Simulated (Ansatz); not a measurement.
Input and output of a zone-centre phonon calculation for ScOF (P4/nmm, 6 atoms in the cell) (Ansatz, a first-principles code).

Method of the run: LDA (PW92), PAW files made with PBE (plane waves; Ansatz).

```xyz
6
Lattice="3.6275 0.0000 0.0000 0.0000 3.6275 0.0000 0.0000 0.0000 5.1722" Properties=species:S:1:pos:R:3 pbc="T T T"
Sc     1.8138     0.0000     3.6508
Sc     0.0000     1.8138     1.5214
O      0.0000     0.0000     2.5861
O      1.8138     1.8138     2.5861
F      1.8138     1.8138     0.0000
F      0.0000     0.0000     0.0000
```

Reference input (self-consistent single point, DFT, LDA (PW92), plane waves, PAW files made with PBE): kpoints.mp_grid.grid = 7 7 5; hamiltonian.xc = lda; hamiltonian.pseudopotentials = {kind: paw} (the program's default PAW files); scf.occupations.method = fixed. This run's input differs from it in these lines:

```diff
@@ -20,6 +20,6 @@
   occupations: { method: fixed }
-output:
-  forces: true
-  eigenvalues: true
-  stress: true
+phonons:
+  method: dfpt
+  dielectric: true
+  rigid_motions: translations
```

The program printed (abridged):

```
SCF iter   1: F=—  HF=-6900.323308 eV  |F-HF|=—  |Δ(HF+E_count)|=         —  Δρ=3.92e-1  dr2=1.46e2  ethr=3.10e-3  ⟨swp⟩=4.2  Hψ=8180  notcnv=0  defer=146
all-band conjugate gradients solve this SCF's bands
   [... lines left out ...]
SCF iter  11: F=—  HF=-6888.124051 eV  |F-HF|=—  |Δ(HF+E_count)|=   5.38e-7  Δρ=1.58e-5  dr2=1.40e-7  ethr=5.52e-9  ⟨swp⟩=2.0  Hψ=3486  notcnv=0  defer=235
SCF iter  12: F=—  HF=-6888.124051 eV  |F-HF|=—  |Δ(HF+E_count)|=   1.59e-8  Δρ=4.25e-6  dr2=7.11e-9  ethr=2.91e-10  ⟨swp⟩=2.0  Hψ=3562  notcnv=0  defer=233
SCF iter  13: F=—  HF=-6888.124051 eV  |F-HF|=—  |Δ(HF+E_count)|=  6.67e-10  Δρ=6.13e-7  dr2=2.94e-10  ethr=1.48e-11  ⟨swp⟩=2.6  Hψ=3605  notcnv=0  defer=233
SCF iter  14: F=-6888.124051 eV  HF=-6888.124051 eV  |F-HF|=9.09e-13  |Δ(HF+E_count)|=  1.55e-11  Δρ=1.58e-7  dr2=1.34e-11  ethr=1.00e-12  ⟨swp⟩=11.5  Hψ=12485  notcnv=0
SCF 1 converged in 14 iterations: F = -6888.124051 eV  dr2 = 1.34e-11
DFPT response loops at Γ: preconditioner auto → none (the input reference at scf.mixing.eps_inf says where Resta's filter doesn't serve); β = 0.50 …
Free energy (F): -6888.124051 eV
Internal energy: -6888.124051 eV  (E = F + TS)
E sigma→0 (E₀):  -6888.124051 eV
Fermi energy:    7.287891 eV
--- Phonons (Γ-DFPT): 6 representative perturbations + reference, on 72 of 245 k-points (Σ response iterations 24) ---
  k mesh reduced under 2 symmetry operations, with k and −k counted as one. Each operation leaves every solved perturbation unchanged …
  ASR residual: 1.023e-4 → 0.000e0 eV/Å²; symmetrization residual: 8.012e-6 eV/Å²
   [... lines left out ...]
  k-mesh period / interband length: 25.9 Å / 1.12 Å = 23.09 at k = (0.0000, 0.0000, 0.0000), direct gap 4.481 eV — 14 or more, which is no proof of convergence
   [... lines left out ...]
        -84.44      1             6.0612
        -71.78      1             0.0000
         71.87      1             0.4225
   [... 9 lines left out ...]
  optical modes at Γ + LO–TO along q̂ = [0.0000, 0.0000, 1.0000]:
      ω (cm⁻¹)  modes    IR ((D/Å)²/amu)
        -84.44      2            12.1225
        -71.78      1             0.0000
        155.10      2             0.0000
   [... 7 lines left out ...]
```

The run converged in 14 iterations. 

Summary of the result:
```
Property                                                                                                                                                              Result
----------------------------------------------------------------------------------------  ----------------------------------------------------------------------------------
Free energy E − TS (on the zero of these files)                                                                                                                -6888.1241 eV
Top of the valence band (on the code's own zero)                                                                                                                     7.29 eV
Gap on the k-point mesh                                                                                                                                              4.27 eV
Zone-centre frequencies (cm⁻¹; negative means imaginary)                                  -84, -84, -72, 0, 0, 0, 155, 155, 244, 323, 323, 328, 328, 384, 418, 543, 543, 559
ε∞ at this k-point mesh, which may be far from converged in small-gap cells (xx, yy, zz)                                                                    4.25, 4.25, 3.41
Born charges at this mesh (mean of the diagonal, e)                                                                     Sc 3.75, Sc 3.75, O -2.35, O -2.35, F -1.40, F -1.40
```

The starting cell comes from a database of computed structures (which also holds hypothetical and non-ambient phases and stackings), without a prior relaxation at this level. The frequencies listed for the zone centre hold no LO-TO term.

Cost on one core of a shared machine: roughly 3 min.

Keys are those of Ansatz 0.2.
